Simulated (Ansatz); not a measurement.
Base system: Ru in the hcp (Mg type) structure (space group P6_3/mmc, No. 194; a = 2.6756 Å, c = 4.2237 Å; relaxed with 0.1 eV smearing).

Method: DFT with LDA, PAW potentials and a 420 eV plane-wave cutoff in Ansatz (a quantum-chemistry and plane-wave program), no SOC.

For the base:

| Quantity | Value |
|---|---|
| Pressure | 0.0 GPa |

It is then changed as follows: an isotropic linear strain of +0.50 %; the atoms relax in the strained cell.

Estimate the effect on the energy relative to the base.

The energy grows by 3.3 meV/atom.

Estimate the effect on the pressure.

The pressure (mean of the normal stresses, compression positive) goes from zero to -5.3 GPa.

Whether these cells are dynamically stable was not tested. The final runs are not spin-polarised.
